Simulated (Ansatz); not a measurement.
Ni$_{3}$Si under load (space group Cmmm): band-structure transport figures

```
CELL_PARAMETERS angstrom
      3.47132     0.01226     0.00000
      0.01226     3.47132     0.00000
      0.00000     0.00000     3.45066
ATOMIC_POSITIONS crystal
  Si 0.00000 0.00000 0.00000
  Ni 0.00000 0.50000 0.50000
  Ni 0.50000 0.00000 0.50000
  Ni 0.50000 0.50000 0.00000
```

Level of theory: PBEsol, rigid bands (plane waves, PAW, scalar-relativistic; Ansatz, a first-principles code). Condition of this run: uniaxial stress along [110] of -2 GPa (compression positive) (the target of the relaxation). Cell: cell and atoms relaxed with PBEsol, then loaded as said.

The density of states at the Fermi level is 2.15 states/(eV·cell), both spins, the bare Sommerfeld coefficient is 1.26 mJ/(mol of atoms·K²) and the drude plasma energy is 1.81 (x), 1.81 (y), 1.87 (z) eV. The root-mean-square Fermi velocity is 1.6e5 m/s and the resistivity times τ is 149 (x), 149 (y), 140 (z) ×10⁻²² Ω·m·s.

A metal at this level (no band gap); rigid bands, thermally averaged at 300 K, both spins. Spin-orbit coupling is left out. τ is one relaxation time for all states.

Computed structure with no diffraction record at hand here (it may be known, metastable or hypothetical): Ni3Si under load (space group Cmmm). Treated as nonmagnetic (a ferromagnetic start lost its moment, other orders weren't tried): Ni3Si under load (space group Cmmm).
